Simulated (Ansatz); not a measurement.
We consider CdTe (within 0.1 Å of P6₄22, No. 181, 6 atoms in the cell; start mp-1492; a measured phase of this formula has another space group), described by PBE0 (Ansatz, a program for electronic structure, plane waves, PAW).

Numerical settings: plane-wave cutoff 500 eV, 6×6×2 k mesh (along the axes of the cell as run), gaussian smearing 0.02 eV, scalar-relativistic PAW data made under PBE.

Cell (relaxed with r²SCAN):

CdTe is taken in the trigonal space group P3₁21 (No. 152), Pearson symbol hP6. Cell: a = b = 4.5615 Å, c = 10.4699 Å, α = β = 90.00°, γ = 120.00°. Cd on 3a is surrounded by 4 Te at 2.866–2.877 Å. Te on 3b is coordinated by 4 Cd at 2.866–2.877 Å. (Neighbours: up to the widest gap in distance over summed covalent radii, below 1.35, at either atom; cation-cation and far metal-metal contacts left out.)

### Question
Give the computed band gap.

### Answer

- band gap: 1.43 eV (on the SCF k mesh)

Note: cell and atoms aren't relaxed at this level (pressure -0.2 GPa).

Spin–orbit coupling is not included; with these elements it can move the gap by several tenths of an eV or more.

The computed numbers hold no vibrational or temperature effects.

Computing time: very roughly 9 core-minutes.

A start named mp-… is a Materials Project structure, which need not be a measured phase.
